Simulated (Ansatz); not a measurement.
System: Ca(OH)2 (P-3m1, No. 164). Method: LDA (Ansatz, a program for electronic structure, PAW).

Run with plane-wave cutoff 500 eV, 12×12×8 k mesh (along the axes of the cell as run), gaussian smearing 0.02 eV, scalar-relativistic PAW data made under PBE.

Computed at the level's own relaxed cell.

Estimate the volume per atom, lattice parameter a, c axis length and band gap that the calculation returns.


volume per atom: 9.79 Å³/atom
lattice parameter a: 3.498 Å
c axis length: 4.620 Å
band gap: 4.35 eV (on the SCF k mesh)

Note: the relaxation could not lower the start's symmetry, so the cell can be a saddle point above a distorted one; the volume lies 11 % below that of the published cell.

The computed numbers hold no vibrational or temperature effects.

Cost on a shared machine: very roughly 28 core-seconds.
